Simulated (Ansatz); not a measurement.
**Amorphous Si$_{24}$O$_{50}$Sn**

The cell was made by melting and quenching with the CHGNet potential and then relaxed with DFT. O atoms were pushed apart under 1.9 Å during the dynamics, to hinder bonds among them. The hot cell started wider than the set density and was brought back towards it in steps. It is the lowest in DFT energy of 2 quenches. It is a model cell: composition and starting density were chosen by hand, and all elements were melted together. No dispersion term was used.

Methods: PBE, scalar-relativistic without spin-orbit coupling (Ansatz, a quantum-chemistry and plane-wave program); r2SCAN, scalar-relativistic without spin-orbit coupling (Ansatz); HSE06, scalar-relativistic without spin-orbit coupling (Ansatz). Geometry, pressure, stress and energy are those of the PBE run. Its sampling: a 2×2×2 Γ-centred mesh; Fermi-Dirac width 0.02 eV; no spin polarisation. Other functionals are single points at the zone centre (r2SCAN at 500 eV; exact exchange cut at the cell's faces), free to take moments where seeds were set. At PBE the levels at the filled edge of the gap are localised (band-tail or defect states), and the nearest spread-out levels lie 3.8 eV apart at the zone centre.

The number of atoms in the cell is 75 and the density (held, not predicted) is 2.34 g/cm³. The volume per atom is 15.06 Å³, the pressure on a 2×2×2 Γ-centred mesh is -0.14 GPa and the largest force and stress component on that mesh (the relaxation ran on the zone centre alone) is 0.06 eV/Å and 0.2 GPa. The energy relative to alpha cristobalite + rutile SnO2 (lowest mix at this level among the phases computed, not always the ambient ones) comes out as 0.159 eV/atom, the level gap on a 2×2×2 Γ-centred mesh (PBE) comes out as 2.83 eV and the level gap at the zone centre (PBE) comes out as 2.83 eV. The level gap at the zone centre (r2SCAN) comes out as 3.37 eV and the level gap at the zone centre (HSE06) is 4.57 eV.

Neighbours within Si-Si 2.60 Å, Si-O 1.98 Å, Si-Sn 2.75 Å, O-O 1.58 Å, O-Sn 2.46 Å, Sn-Sn 3.06 Å count as bonded. Two cations that share two anions don't count as bonded, nor two that share one unless they lie closer than Si-Si 2.38 Å, Si-Sn 2.68 Å, Sn-Sn 2.97 Å.

| Quantity | Value |
|---|---|
| Mean coordination of Si by anions | 4.00 (1 with 3, 22 with 4, 1 with 5) |
| Mean coordination of O | 2.00 (50 with 2) |
| Mean coordination of Sn by anions | 4.00 (1 with 4) |
| Mean Si-O bond | 1.642 Å (spread 0.037 Å, 96 counted) |
| Mean O-Sn bond | 1.966 Å (spread 0.025 Å, 4 counted) |

Its density started from a set value of 2.34 g/cm³. The simulated quench (nominally 480 K/ps over its main leg) is rapid and tends to freeze in more defects than a deposited or slowly cooled glass has. A cell of this size samples the disorder only roughly. The volume was held where the preparation left it and the shape relaxed, at a PBE pressure of -0.1 GPa (tension).
